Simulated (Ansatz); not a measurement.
```
CELL_PARAMETERS angstrom
     23.50000     0.00000     0.00000
      0.00000    23.50000     0.00000
      0.00000     0.00000     7.11732
ATOMIC_POSITIONS crystal
  Sb 0.69601 0.50000 0.66638
  Sb 0.74560 0.60173 0.83362
  Sb 0.76583 0.50000 0.33362
  Sb 0.63860 0.63860 0.66638
  Sb 0.60173 0.74560 0.83362
  Sb 0.68109 0.57501 0.16638
  Sb 0.68797 0.68797 0.33362
  Sb 0.50000 0.69601 0.66638
  Sb 0.39827 0.74560 0.83362
  Sb 0.57501 0.68109 0.16638
  Sb 0.50000 0.76583 0.33362
  Sb 0.36140 0.63860 0.66638
  Sb 0.25440 0.60173 0.83362
  Sb 0.42499 0.68109 0.16638
  Sb 0.31203 0.68797 0.33362
  Sb 0.30399 0.50000 0.66638
  Sb 0.25440 0.39827 0.83362
  Sb 0.31891 0.57501 0.16638
  Sb 0.23417 0.50000 0.33362
  Sb 0.36140 0.36140 0.66638
  Sb 0.39827 0.25440 0.83362
  Sb 0.31891 0.42499 0.16638
  Sb 0.31203 0.31203 0.33362
  Sb 0.50000 0.30399 0.66638
  Sb 0.60173 0.25440 0.83362
  Sb 0.42499 0.31891 0.16638
  Sb 0.50000 0.23417 0.33362
  Sb 0.63860 0.36140 0.66638
  Sb 0.74560 0.39827 0.83362
  Sb 0.57501 0.31891 0.16638
  Sb 0.68797 0.31203 0.33362
  Sb 0.68109 0.42499 0.16638
```

All values below come from PBE (plane waves to 420 eV, PAW; Ansatz, a program for electronic structure). Mesh 1×1×6. No spin polarisation. It repeats along c; a and b span vacuum. A hypothetical model, rolled from the flat sheet. Only distortions within the start's symmetry and period were free. Values not marked SOC lack spin–orbit coupling.

Task: Tabulate the two highest filled and two lowest empty levels along the axis, from the valence top.

Result: 
```
k (2π/c)  v2 (eV)  v1 (eV)  c1 (eV)  c2 (eV)
--------  -------  -------  -------  -------
0.000       -0.08     0.00     1.64     1.66
0.042       -0.12    -0.01     1.63     1.69
0.083       -0.17    -0.05     1.60     1.71
0.125       -0.20    -0.10     1.57     1.74
0.167       -0.21    -0.17     1.52     1.69
0.208       -0.23    -0.23     1.48     1.56
0.250       -0.24    -0.24     1.44     1.47
0.292       -0.25    -0.25     1.40     1.45
0.333       -0.27    -0.27     1.37     1.48
0.375       -0.29    -0.29     1.35     1.55
0.417       -0.31    -0.31     1.35     1.51
0.458       -0.34    -0.34     1.36     1.44
0.500       -0.38    -0.38     1.39     1.39
```
